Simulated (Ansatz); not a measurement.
Base system: Pt in the fcc (Cu type) structure (space group Fm-3m, No. 225; a = 3.942 Å; relaxed with 0.1 eV smearing). Axes: x, y, z lie along the cube axes.

Method: r2SCAN/PAW in Ansatz (a program for electronic structure), scalar-relativistic without spin-orbit coupling.

Base values:

```
Quantity                         Value
-----------------------------  -------
Pressure                       0.0 GPa
Shortest interatomic distance  2.787 Å
```

Modification: biaxial strain +0.42 %, plane normal [111], relaxed out of plane (Cartesian); in-plane vectors clamped, the third vector and the atoms free.

### Question
Predict the new pressure.

### Answer
The pressure (mean of the normal stresses, compression positive) goes from zero to -0.9 GPa.

### Question
How does this affect the out-of-plane strain?

### Answer
The out-of-plane strain amounts to -0.51 %.

### Question
Predict the new energy relative to the base.

### Answer
The energy goes up by 0.5 meV/atom.

### Question
What does the calculation give for the shortest interatomic distance after the change?

### Answer
The shortest interatomic distance falls by 0.005 Å to 2.782 Å.

No phonon test of stability was made. All final runs are without spin polarisation.
